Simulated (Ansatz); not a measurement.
# SrTiO3, pressure series

The parent structure is SrTiO$_{3}$ in the cubic perovskite structure (space group Pm-3m, No. 221).

```xyz
5
Lattice="3.9070 0.0000 0.0000 0.0000 3.9070 0.0000 0.0000 0.0000 3.9070" Properties=species:S:1:pos:R:3 pbc="T T T"
Sr     0.0000     0.0000     0.0000
Ti     1.9535     1.9535     1.9535
O      0.0000     1.9535     1.9535
O      1.9535     1.9535     0.0000
O      1.9535     0.0000     1.9535
```

Cell and atoms are relaxed at each pressure.

Computed with r2SCAN/PAW in Ansatz (a first-principles code), without spin-orbit coupling.

| P (GPa) | V (Å³/atom) |
|---|---|
| -2.00 | 12.057 |
| -1.00 | 11.991 |
| 0.28 | 11.910 |
| 0.70 | 11.884 |
| 1.50 | 11.835 |
| 3.00 | 11.746 |
| 5.01 | 11.632 |
| 7.49 | 11.499 |
| 10.00 | 11.373 |

**Question.** Fit a third-order Birch–Murnaghan equation of state.

**Answer.** Least squares on P(V) = (3B₀/2)[(V₀/V)^(7/3) − (V₀/V)^(5/3)]·[1 + (3/4)(B₀′ − 4)((V₀/V)^(2/3) − 1)] gives V₀ = 11.93 Å³/atom, B₀ = 189 GPa and B₀′ = 4.4.

Measured bulk modulus of SrTiO3: 172.1 GPa (room temperature; as listed in Mael Guennou et al., Physical Review B (2010)); the computed value is for a static lattice, so the two differ by thermal effects too.

Between the base and pressure 10 GPa the gap moves from 2.26 eV to 2.37 eV, a mean slope of 11 meV/GPa.

Load acts through the strain it causes; cell and atoms are relaxed under it. No phonon test of stability was made. No other phases were tried under pressure. The final runs are not spin-polarised. Many cubic perovskites are stable only at high temperature; tilts and polar distortions were not tested.
